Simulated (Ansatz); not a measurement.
An Ansatz (a quantum-chemistry and plane-wave program) run: InHO2; Kohn–Sham DFT with the r2SCAN functional, run in Ansatz with PAW and 500 eV plane waves, spin-orbit coupling left out, earlier PAW set.

Input:

Ansatz 0.2 input:
```yaml
crystal:
  lattice:
    - [4.5195558789, 0, 0]
    - [0, 5.2724809935, 0]
    - [0, 0, 3.2865029642]
  atoms:
    - { symbol: In, position: [0.5, 0.5, 0.5] }
    - { symbol: In, position: [0, 0, 0] }
    - { symbol: H, position: [0.5, 0, 0.5] }
    - { symbol: H, position: [0, 0.5, 0] }
    - { symbol: O, position: [0.2797711046, 0.869296775, 0.5] }
    - { symbol: O, position: [0.7202288954, 0.130703225, 0.5] }
    - { symbol: O, position: [0.7797711046, 0.630703225, 0] }
    - { symbol: O, position: [0.2202288954, 0.369296775, 0] }
basis: { ecutwfc: 500, ecutrho_ratio: 4, xc_grid: 4, fft_grid_basis: typed }
kpoints: { mp_grid: { grid: [7, 6, 10] } }
hamiltonian:
  xc: r2scan
  dispersion: none
  pseudopotentials: { azcp: { folder: ./paw }, kind: paw }
scf: { occupations: { method: fermi_dirac, width: 0.05 }, convergence: { dr2_threshold: 0.0000000008 } }
output: { forces: true, stress: true }
```

Output:

```
WARN ansatz: RAYON_NUM_THREADS=1 ignored (pool sized by the plan → 1); use --threads N
Pseudopotentials: kind: paw
Pseudopotential: In, paw, valence charge 13
Pseudopotential: H, paw, valence charge 1
Pseudopotential: O, paw, valence charge 6
Functional definition: r2SCAN
Crystal: 8 atoms, lattice volume = 78.315 Å³
Basis set: ecut = 500 eV, 1965 PW (Γ), exchange–correlation on 144×160×96 points (64 copies of the dense FFT grid, shifted against one another)
Bands: 34, of which v1, the nominal top of the filled ones, is band 26 counted from 1 (25 counted from 0)
Symmetry: 8 space group operations
Space group: Pnnm (ITA 58), of the structure as read, at distance tolerance 4.3e-5 Å
k-points: 96 of 420
PAW frozen core: In, regenerated for the run's functional
PAW frozen core: O, regenerated for the run's functional
Initial density: superposition of atomic densities (chi_scale 0.1, normalization cell, long waves kept (reshape's long-wave potential 0.01 eV rms))
Initial wavefunctions: pseudopotential atomic-orbital guess
Eigensolver: davidson
Functional: x = r2scan, c = r2scan; τ floored in thin density (d = 2e-4 eV/Å³)
SCF iter   1: F=—  HF=-13532.984495 eV  |F-HF|=—  |Δ(HF+E_count)|=         —  Δρ=8.32e-2  dr2=4.28e0  dr2_τ=4.07e-1  ethr=3.10e-3  ⟨swp⟩=5.8  Hψ=13387  notcnv=0  defer=16
all-band conjugate gradients solve this SCF's bands
preconditioner: auto → Resta (q_TF=auto, 2.548 Å⁻¹)
SCF iter   2: F=—  HF=-13532.138577 eV  |F-HF|=—  |Δ(HF+E_count)|=   8.46e-1  Δρ=4.00e-2  dr2=9.11e-1  dr2_τ=4.94e-2  ethr=3.10e-3  ⟨swp⟩=2.4  Hψ=6839  notcnv=0  defer=348
SCF iter   3: F=—  HF=-13532.056659 eV  |F-HF|=—  |Δ(HF+E_count)|=   8.19e-2  Δρ=9.45e-3  dr2=8.55e-2  dr2_τ=7.56e-3  ethr=1.75e-3  ⟨swp⟩=2.8  Hψ=5460  notcnv=0  defer=348
SCF iter   4: F=—  HF=-13532.047316 eV  |F-HF|=—  |Δ(HF+E_count)|=   9.34e-3  Δρ=3.71e-3  dr2=7.20e-3  dr2_τ=9.92e-4  ethr=1.64e-4  ⟨swp⟩=2.0  Hψ=5784  notcnv=0  defer=348
SCF iter   5: F=—  HF=-13532.048135 eV  |F-HF|=—  |Δ(HF+E_count)|=   8.19e-4  Δρ=9.08e-4  dr2=5.86e-4  dr2_τ=1.92e-5  ethr=1.39e-5  ⟨swp⟩=2.0  Hψ=4195  notcnv=0  defer=348
SCF iter   6: F=—  HF=-13532.048263 eV  |F-HF|=—  |Δ(HF+E_count)|=   1.28e-4  Δρ=1.08e-4  dr2=6.84e-6  dr2_τ=8.41e-7  ethr=1.13e-6  ⟨swp⟩=2.7  Hψ=5052  notcnv=0  defer=348
SCF iter   7: F=—  HF=-13532.048261 eV  |F-HF|=—  |Δ(HF+E_count)|=   1.74e-6  Δρ=1.82e-5  dr2=2.78e-7  dr2_τ=1.05e-8  ethr=1.32e-8  ⟨swp⟩=2.7  Hψ=5207  notcnv=0  defer=348
SCF iter   8: F=—  HF=-13532.048263 eV  |F-HF|=—  |Δ(HF+E_count)|=   2.16e-6  Δρ=2.92e-6  dr2=5.65e-9  dr2_τ=3.36e-10  ethr=5.35e-10  ⟨swp⟩=2.5  Hψ=5774  notcnv=0  defer=348
SCF iter   9: F=-13532.048263 eV  HF=-13532.048263 eV  |F-HF|=7.82e-11  |Δ(HF+E_count)|=   3.07e-9  Δρ=4.58e-7  dr2=1.42e-10  dr2_τ=8.41e-12  ethr=1.54e-12  ⟨swp⟩=5.0  Hψ=12016  notcnv=0
SCF 1 converged in 9 iterations: F = -13532.048263 eV  dr2 = 1.42e-10
SCF converged after 9 iterations
Free energy (F): -13532.048263 eV
Harris-Foulkes:  -13532.048263 eV  (|F-HF|=7.82e-11)
Internal energy: -13532.048263 eV  (E = F + TS)
E sigma→0 (E₀):  -13532.048263 eV
Fermi energy:    8.697428 eV
--- Per-component energies (eV) ---
  E_band       = -69.012940
  E_kinetic    = 1148.753071
  E_local      = -3230.929952  (includes V_loc(G=0)·N_el)
  E_nonlocal   = 869.919213
  E_hartree    = 1246.890343
  E_xc         = -561.748948
  E_vxc        = -619.285511  (∫ρ·V_xc dr)
  E_paw        = -9142.905757  (= ΣΔE_a)
  E_vpaw       = -771.325522  (= ΣTr[D̂ρ^β])
  E_aug_tail   = 0.000882  (compensation charges beyond the density's cutoff)
  E_vtau       = 40.074358  (kinetic-family band-sum trace: ∫τ·v_τ [+ j·A + Jᵃ·Aᵃ] dr)
  E_ewald      = -3863.830450
  E_core_change = 1.803335  (= ΣΔE_core)
  E_smearing   = -0.000000  (= −TS)
  E_closure    = -0.000000  (closes the sum)
  Σ components = -13532.048263   (vs F -13532.048263, Δ=0.00e0)
  [band-id]    e_kinetic+e_local+e_nonlocal+2·e_hartree+e_vxc+e_vpaw+e_augmentation_tail+e_vtau = -69.012774   (vs E_band -69.012940, Δ=1.66e-4)
--- Forces (eV/Å), atoms counted from 1 ---
  atom   1  In     0.00000000     0.00000000     0.00000000
  atom   2  In    -0.00000000     0.00000000     0.00000000
  atom   3  H      0.00000000     0.00000000     0.00000000
  atom   4  H     -0.00000000     0.00000000     0.00000000
  atom   5  O     -0.00029351    -0.00049241     0.00000000
  atom   6  O      0.00029351     0.00049241     0.00000000
  atom   7  O     -0.00029351     0.00049241     0.00000000
  atom   8  O      0.00029351    -0.00049241     0.00000000
  max |Σ_I F_I| component: 6.51e-19 eV/Å
--- Stress (GPa, compression-positive) ---
       -0.001526       0.000000       0.000000
        0.000000      -0.003565       0.000000
        0.000000       0.000000       0.009089
  P = ⅓ Tr σ = 0.0013 GPa (0.013 kbar)
  The stress holds the Pulay correction. Without it, at fixed plane waves, as pw.x and ABINIT print it: P = -0.0907 GPa
  The stress includes an estimate of the error left by incomplete SCF convergence (largest component -0.0001 GPa).
--- Band table ---
  band table: none
```

Whether these cells are dynamically stable was not tested. The cell is InHO2 (space group Pnnm, No. 58; a cell from a computed database, its experimental status unchecked).
